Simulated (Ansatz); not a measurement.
## MoGe (model structure, started from the TiAs type, P6₃/mmc, No. 194, 8 atoms in the cell)

The numbers are results of PBE (Ansatz, an electronic-structure program, plane waves, PAW), not measurements.

Settings: plane-wave cutoff 500 eV, 12×12×4 k mesh (along the axes of the cell as run), Fermi–Dirac smearing 0.05 eV, no spin polarisation, scalar-relativistic PAW data made under PBE.

Cell (relaxed at this level):

```xyz
8
Lattice="3.0211 0.0000 0.0000 -1.5106 2.6164 0.0000 0.0000 0.0000 15.9601" Properties=species:S:1:pos:R:3 pbc="T T T"
Mo     0.0000     1.7443     2.0224
Mo     1.5106     0.8721    10.0025
Mo     1.5106     0.8721    13.9377
Mo     0.0000     1.7443     5.9576
Ge     0.0000     0.0000     0.0000
Ge     0.0000     0.0000     7.9800
Ge     0.0000     1.7443    11.9701
Ge     1.5106     0.8721     3.9900
```

- band gap: none

Note: the relaxation could raise the start's symmetry but not lower it, so the cell can be a saddle point.

Spin–orbit coupling is not included.

Static lattice: no zero-point or thermal effects.

Cost on a shared machine: roughly 2.6 core-minutes.

A model structure was made by putting elements into a prototype or built by hand; it is no filed structure, need not be a known phase, and can be a saddle point held by its symmetry.
